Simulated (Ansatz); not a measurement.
Take SnO (space group P4/nmm, No. 129; a = 3.837 Å, c = 4.759 Å; layered, stacked along the Cartesian z axis) as the base. Axes: x, y, z lie along a, b, c of the conventional cell.

Structures relaxed with PBE-D3(BJ) (Ansatz, a quantum-chemistry and plane-wave program), spin-orbit coupling left out.

Base:

Simulated powder pattern, Cu Kα1, λ = 1.54056 Å (kinematic, ideal powder, no thermal factors, no anomalous dispersion; the 10 strongest lines at most, above 2 %, up to 2θ = 90°):

| 2θ (°) | I/Imax (%) | hkl |
|---|---|---|
| 29.89 | 100 | (101) |
| 32.99 | 28 | (110) |
| 37.78 | 9.8 | (002) |
| 47.34 | 18 | (200) |
| 51.01 | 28 | (112) |
| 57.00 | 31 | (211) |
| 62.09 | 9.4 | (202) |
| 63.40 | 11 | (103) |
| 77.16 | 6.3 | (301) |
| 82.80 | 10 | (213) |

After one change:

Simulated powder pattern, Cu Kα1, λ = 1.54056 Å (kinematic, ideal powder, no thermal factors, no anomalous dispersion; the 10 strongest lines at most, above 2 %, up to 2θ = 90°):

```csv
2θ (°),I/Imax (%)
29.61,100
32.99,28
36.86,10
47.34,17
50.29,28
56.84,31
61.46,9.4
61.99,11
77.02,6.2
81.53,10
```

Problem. Which change produced these results?
(A) uniaxial strain ε_zz = +0.60 %
(B) uniaxial strain ε_zz = +2.40 %
(C) uniaxial strain ε_zz = +1.20 %

Solution. B, uniaxial strain ε_zz = +2.40 %. Its volume per atom is 17.94 Å³ against 17.52 Å³, and its space group is P4/nmm (No. 129).

No phonon test of stability was made. All final runs are without spin polarisation.
